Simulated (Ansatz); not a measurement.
Base system: W in the bcc (W type) structure (space group Im-3m, No. 229; a = 3.184 Å; relaxed with 0.1 eV smearing). Axes: x, y, z lie along the cube axes.

All numbers come from Ansatz (a first-principles code), PBE, PAW, cutoff 420 eV, no SOC.

One thing is altered: every lattice vector is stretched by 1.50 %; the atoms relax in the strained cell.

Task: Predict the stress tensor and what it implies for the stiffness.

Result: Stress of the strained cell less that of the base (GPa, compression positive):
```
  -12.3     0.0     0.0
    0.0   -12.3     0.0
    0.0     0.0   -12.3
```

Then B = −ΔP/(ΔV/V₀) with ΔV/V₀ = 0.0457 gives secant stiffness values (nonlinear terms included at this strain): B ≈ 270 GPa.

As a check, the harmonic strain energy −½ V₀ Δσ:ε is 28 meV/atom; the computed energy rise is 29 meV/atom.

Whether these cells are dynamically stable was not tested. All final runs are without spin polarisation.
